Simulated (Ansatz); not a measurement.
The reference is CaSe in the rock salt structure (space group Fm-3m, No. 225).

```xyz
2
Lattice="0.0000 2.9790 2.9790 2.9790 0.0000 2.9790 2.9790 2.9790 0.0000" Properties=species:S:1:pos:R:3 pbc="T T T"
Ca     0.0000     0.0000     0.0000
Se     2.9790     2.9790     2.9790
```

Level of theory: Kohn–Sham DFT with the PBE functional, run in Ansatz (a first-principles code) with PAW and 420 eV plane waves, no spin-orbit coupling.

One change was made to it. Results:

The gap character is still indirect, Γ → X; the shortest interatomic distance drops by 0.006 Å (2.979 Å → 2.973 Å); the electron mass is still 1.4 mₑ along k, 0.29 mₑ across (at X); the hole mass (degenerate bands, along [100]) changes from 0.18, 0.99, 0.99 mₑ (at Γ) to 0.18, 0.98, 0.98 mₑ (at Γ).

Problem. What was done to the base?
(A) pressure 7.5 GPa
(B) pressure 1.5 GPa
(C) pressure 0.3 GPa

Solution. C, pressure 0.3 GPa. For comparison, the electron mass in the other runs: pressure 7.5 GPa gives 1.4 mₑ along k, 0.25 mₑ across (at X); pressure 1.5 GPa gives 1.4 mₑ along k, 0.28 mₑ across (at X).

Load acts through the strain it causes; cell and atoms are relaxed under it. Effective masses come from finite differences of ±0.01 Å⁻¹. Along k means along the line from Γ to the band edge. No phonon test of stability was made. Competing high-pressure phases were not computed.
